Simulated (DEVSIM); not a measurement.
Structure: abrupt Si p-n junction, at 300 K.

Layer 1 from the left is Si, thickness (μm) 1.00, Na (cm⁻³) 2.7e16, τn (s) 1.3e-5, τp (s) 1.3e-5. Layer 2 from the left is Si, thickness (μm) 1.70, Nd (cm⁻³) 2.5e17, τn (s) 1.3e-5, τp (s) 1.3e-5.

Left contact: ohmic. Right contact: ohmic. Voltage is applied to the left contact. Recombination: SRH at mid-gap, radiative. Mobility is μmin + (μ − μmin)/(1 + (N/Nref)^α).

Constants are typed, rounded textbook-type inputs, not results; the design itself was drawn at random and stands for no fabricated device. Values at 300 K.

Si: gap (eV) 1.124, affinity (eV) 4.05, permittivity 11.7, Nc (cm⁻³) 2.86e19, Nv (cm⁻³) 3.1e19, μn (cm²/Vs) 1417, μp (cm²/Vs) 470, μn,min 52, μp,min 45, Nref,n 9.7e16, Nref,p 2.2e17, αn 0.68, αp 0.72, B (cm³/s) 4.7e-15.

Simulated with DEVSIM: 1D drift-diffusion, Boltzmann statistics, complete ionisation; no tunnelling, impact ionisation, image-force lowering or self-heating.

Dark forward current:

```
|V| (V)  |J| (A/cm²)
-------  -----------
0.05        1.505e-9
0.10        1.101e-8
0.15        7.425e-8
0.20        5.029e-7
0.25        3.429e-6
0.30        2.345e-5
0.35       0.0001606
0.40        0.001100
0.45        0.007532
0.50         0.05154
0.55          0.3522
0.60           2.400
0.65           16.17
0.70           102.9
0.75           528.0
0.80            1801
0.85            4218
```

Q: Work out the local ideality factor n = ΔV / (kT/q · ln(J2/J1)) between the rows 0.15 and 0.20 V, 0.35 and 0.40 V, 0.80 and 0.85 V.

A: kT/q = 25.85 mV. From 0.15 to 0.20 V: ln(5.029e-7/7.425e-8) = 1.913, n = 1.01, near the 1 of diffusion or emission over a barrier. From 0.35 to 0.40 V: ln(0.001100/0.0001606) = 1.924, n = 1.01, near the 1 of diffusion or emission over a barrier. From 0.80 to 0.85 V: ln(4218/1801) = 0.851, n = 2.27.

Q: Estimate the current at 0.40 V from the Shockley equation with J0 = Σ q ni² D/(N L) coth(W/L), τ joining the SRH, radiative and Auger lifetimes that are on, and W taken as the whole layer.

A: ni² = 1.16e20 cm⁻⁶; electrons in the p layer: μ = 1010 cm²/Vs, D = 26.2 cm²/s, τ = 1.30e-5 s, L = 184 μm, W/L = 0.0054, term 1.80e-10 A/cm²; holes in the n layer: μ = 248 cm²/Vs, D = 6.40 cm²/s, τ = 1.28e-5 s, L = 90.6 μm, W/L = 0.019, term 2.80e-12 A/cm². J0 = 1.83e-10 A/cm², and J = J0 exp(qV/kT) = 0.000961 A/cm². The simulation gives 0.00110 A/cm²; the estimate lies 13 % below. The estimate leaves out recombination in the depletion region and that region's share of W.
